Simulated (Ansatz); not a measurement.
Base system: Li in the bcc (W type) structure (space group Im-3m, No. 229; a = 3.435 Å).

Structures relaxed with PBE, PAW, 420 eV (Ansatz, an electronic-structure program; no spin-orbit coupling).

Base:

Simulated powder pattern, Mo Kα, λ = 0.71073 Å (kinematic, ideal powder, no thermal factors, no anomalous dispersion; the 14 strongest lines at most, above 2 %, up to 2θ = 40°):

| 2θ (°) | I/Imax (%) | hkl |
|---|---|---|
| 16.82 | 100 | (110) |
| 23.88 | 19 | (200) |
| 29.36 | 40 | (211) |
| 34.03 | 12 | (220) |
| 38.19 | 15 | (310) |

It is then changed as follows: Rb takes the place of Li on all its sites; the structure is relaxed again.

### Question
Predict the new powder pattern.

### Answer

Simulated powder pattern, Mo Kα, λ = 0.71073 Å (kinematic, ideal powder, no thermal factors, no anomalous dispersion; the 14 strongest lines at most, above 2 %, up to 2θ = 40°):

```tsv
2θ (°)	I/Imax (%)	hkl
10.17	100	(110)
14.40	21	(200)
17.66	50	(211)
20.42	17	(220)
22.86	24	(310)
25.07	6.1	(222)
27.12	29	(321)
29.03	2.9	(400)
30.84	15	(411)
32.55	8.2	(420)
34.19	7.0	(332)
35.76	6.1	(422)
37.27	16	(431)
```

The indices refer to each structure's own conventional cell; one index is shown for lines that coincide.

Whether these cells are dynamically stable was not tested. The final runs are not spin-polarised.
